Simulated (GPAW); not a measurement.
A user runs GPAW on MoPdRu2 (P-6m2, 4 atoms in the cell) and asks whether the run is sound. The aim is a self-consistent single point with DFT PBEsol, plane waves, GPAW PAW datasets PBEsol (made by gpaw-setup).

Cell that was meant: a = 2.7815 Å, b = 2.7815 Å, c = 8.9205 Å, α = 90.00°, β = 90.00°, γ = 120.00°.

Part of the input:

```python
            nbands=-8,
            convergence={'density': 1e-05},
            symmetry={'symmorphic': False, 'tolerance': 0.0005},
            charge=1,
            maxiter=120)

atoms.calc = calc
```

Output, abridged:

```
Input parameters:
  charge: 1
  convergence: {density: 1e-05}
  kpts: [11 11  3]
  maxiter: 120
  mode: {ecut: 550,
         name: pw}
   [... lines left out ...]
   3 Pd     0.000000    0.000000    4.460228    ( 0.0000,  0.0000,  0.0000)

Unit cell:
           periodic     x           y           z      points  spacing
  1. axis:    yes    2.781473    0.000000    0.000000    16     0.1506
  2. axis:    yes   -1.390736    2.408826    0.000000    16     0.1506
  3. axis:    yes    0.000000    0.000000    8.920455    49     0.1821

  Lengths:   2.781473   2.781473   8.920455
  Angles:   90.000000  90.000000 119.999994

Effective grid spacing dv^(1/3) = 0.1683
     iter     time        total  log10-change:
                         energy   eigst   dens
iter:   1 --:--:--   -57.076538
iter:   2 --:--:--   -51.861292   -0.29  -1.10
iter:   3 --:--:--   -49.930024   -1.56  -1.29
iter:   4 --:--:--   -49.558611   -2.09  -1.38
iter:   5 --:--:--   -48.511125   -0.76  -1.41
   [... 2 lines left out ...]
iter:   8 --:--:--   -48.377889   -2.03  -2.04
iter:   9 --:--:--   -48.400024   -2.92  -2.41
iter:  10 --:--:--   -48.356367   -2.22  -2.28
iter:  11 --:--:--   -48.359195   -3.19  -2.66
iter:  12 --:--:--   -48.350358c  -3.55  -2.64
   [... lines left out ...]
iter:  16 --:--:--   -48.349448c  -5.09  -3.80
iter:  17 --:--:--   -48.349458c  -6.30  -3.83
iter:  18 --:--:--   -48.349466c  -6.18  -4.03
iter:  19 --:--:--   -48.349443c  -6.55  -4.39
iter:  20 --:--:--   -48.349448c  -7.31  -4.67
iter:  21 --:--:--   -48.349448c  -8.36c -4.74
iter:  22 --:--:--   -48.349443c  -7.73c -4.74
iter:  23 --:--:--   -48.349443c  -8.99c -4.82
iter:  24 --:--:--   -48.349442c  -9.00c -4.82
iter:  25 --:--:--   -48.349443c  -8.24c -4.84
iter:  26 --:--:--   -48.349443c  -8.04c -4.92
iter:  27 --:--:--   -48.349443c  -9.20c -5.22c
Converged after 27 iterations.

Dipole moment: (6.213456, -3.587341, -0.000000) |e|*Ang

Energy contributions relative to reference atoms: (reference = -493599.388911)

Kinetic:       -122.018795
Potential:      +73.305700
External:        +0.000000
XC:              +1.081908
Entropy (-ST):   -0.348285
Local:           -0.544113
SIC:             +0.000000
--------------------------
Free energy:    -48.523586
Extrapolated:   -48.349443

Showing only first 2 kpts
 Kpt  Band  Eigenvalues  Occupancy
  0    28     10.05837    1.99968
  0    29     10.36865    1.99689
  0    30     10.44702    1.99448
  0    31     10.44702    1.99448

  1    28     10.20847    1.99904
  1    29     10.45687    1.99406
  1    30     10.45687    1.99406
  1    31     10.70398    1.96402

   [... lines left out ...]
Fermi level: 11.24797
No gap
   [... lines left out ...]
Energy (eV): -48.349443

Forces in eV/Ang:
  0 Mo   -0.00000    0.00000    0.00000
  1 Ru   -0.00000    0.00000    0.31103
  2 Ru    0.00000    0.00000   -0.31103
  3 Pd    0.00000   -0.00000    0.00000

Stress tensor:
     0.360241    -0.000000     0.000000
    -0.000000     0.360241     0.000000
     0.000000     0.000000     0.363963
Stress (GPa, Voigt): [57.717  57.717  58.3133  0.      0.     -0.    ]
```

Task: Can these results be used? Check the input.

Result: The run is not sound. The fault is an unintended net charge. A charged periodic cell changes the electron count and is neutralised by a uniform background, so energy, forces and pressure belong to another system. To fix it, remove the charge. The run converged in 27 iterations without an error; against the sound input the pressure goes from -13.12 to -57.92 GPa and the largest force goes from 0.129 to 0.311 eV/Å.

An input that runs soundly differs in these lines (not the only fix; some lines may just follow from the change or write a value another way):
```diff
-            charge=1,
```

With that input, the run converged in 23 iterations: free energy E − TS (from the program's reference atoms) -37.1596 eV; Fermi level (on the code's own zero) 11.48 eV; pressure -13.12 GPa; largest force (vector length) 0.129 eV/Å (DFT PBEsol, plane waves, GPAW PAW datasets PBEsol (made by gpaw-setup)).

On the sound input: the starting cell comes from a database of computed structures (which also holds hypothetical and non-ambient phases and stackings), without a prior relaxation at this level. Its lattice was rescaled by a random factor within 2.5 % of one. Spin polarisation is off. With a pressure of about -13 GPa the cell is away from its equilibrium volume at this level.
